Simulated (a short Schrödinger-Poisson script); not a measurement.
System: gated Al0.2Ga0.8As/GaAs δ-doped gas, at 300 K.

| layer | material | thickness (nm) | Na (cm⁻³) |
|---|---|---|---|
| 1 | Al0.2Ga0.8As | 8 | - |
| 2 | Al0.2Ga0.8As | 2 | - |
| 3 | GaAs | 6000 | 1e15 |

The device is made up for the run: typed textbook-type constants, with dimensions and the other settings drawn at random. Al0.2Ga0.8As: permittivity 12.33, conduction-band edge (eV) 0.158, gap (eV) 1.673, electron mass (mₑ) 0.0836, Nv at 300 K (cm⁻³) 9e18. GaAs: permittivity 12.9, conduction-band edge (eV) 0, gap (eV) 1.424, Nv at 300 K (cm⁻³) 9e18.

Channel valleys (confinement mass, in-plane density-of-states mass, number): Γ 0.067, 0.067, 1. At the gate the conduction-band edge of layer 1 lies 0.91 eV − eVg above the Fermi level of the channel; the field vanishes at the back. Sheet of ionised δ-doping: +3e12 e/cm² at 8 nm from the gate. The barrier under the gate holds no holes. Gaps are held at their typed values at every temperature. Mesh 0.08 nm at interfaces.

Solved with a short Schrödinger-Poisson script written for these runs: 1D Poisson equation in equilibrium, electrons quantum, Hartree (BenDaniel-Duke, 40 states a valley, the channel's in-plane mass for all, wave functions free to enter the barrier), parabolic valleys, classical holes, full ionisation, no traps, pinning or gate leakage.

The same stack at other levels of the model or other numerical settings:

```json
[
 {"run": "base", "sheet density of all electrons at Vg = 0.5 V (cm⁻²)": "3.82e11", "capacitance at Vg = 0.5 V (μF/cm²)": "0.565", "centroid of the channel electrons at Vg = 0.5 V (nm)": "11.32", "gate voltage at 1e11 electrons/cm² (V)": "0.40", "rough cost against the base": "about 1"},
 {"run": "electrons treated as classical, Boltzmann", "sheet density of all electrons at Vg = 0.5 V (cm⁻²)": "4.41e11", "capacitance at Vg = 0.5 V (μF/cm²)": "0.661", "centroid of the channel electrons at Vg = 0.5 V (nm)": "8.58", "gate voltage at 1e11 electrons/cm² (V)": "0.39", "rough cost against the base": "0.03"},
 {"run": "electrons treated as classical, Fermi-Dirac", "sheet density of all electrons at Vg = 0.5 V (cm⁻²)": "4.14e11", "capacitance at Vg = 0.5 V (μF/cm²)": "0.590", "centroid of the channel electrons at Vg = 0.5 V (nm)": "[?]", "gate voltage at 1e11 electrons/cm² (V)": "0.40", "rough cost against the base": "0.2"},
 {"run": "electrons treated as quantum, Hartree plus LDA exchange-correlation", "sheet density of all electrons at Vg = 0.5 V (cm⁻²)": "4.07e11", "capacitance at Vg = 0.5 V (μF/cm²)": "0.592", "centroid of the channel electrons at Vg = 0.5 V (nm)": "[?]", "gate voltage at 1e11 electrons/cm² (V)": "0.40", "rough cost against the base": "about 1"},
 {"run": "mesh six times as coarse", "sheet density of all electrons at Vg = 0.5 V (cm⁻²)": "3.83e11", "capacitance at Vg = 0.5 V (μF/cm²)": "0.565", "centroid of the channel electrons at Vg = 0.5 V (nm)": "[?]", "gate voltage at 1e11 electrons/cm² (V)": "0.40", "rough cost against the base": "0.3"},
 {"run": "one subband a valley", "sheet density of all electrons at Vg = 0.5 V (cm⁻²)": "3.36e11", "capacitance at Vg = 0.5 V (μF/cm²)": "0.552", "centroid of the channel electrons at Vg = 0.5 V (nm)": "6.51", "gate voltage at 1e11 electrons/cm² (V)": "0.42", "rough cost against the base": "0.3"}
]
```

Q: Fill in the missing entries.

A: 
- electrons treated as classical, Fermi-Dirac, centroid of the channel electrons at Vg = 0.5 V (nm): 9.51
- mesh six times as coarse, centroid of the channel electrons at Vg = 0.5 V (nm): 11.41
- electrons treated as quantum, Hartree plus LDA exchange-correlation, centroid of the channel electrons at Vg = 0.5 V (nm): 10.73

The classical rows ignore confinement, and Boltzmann statistics overrate the density once the band edge passes the Fermi level.
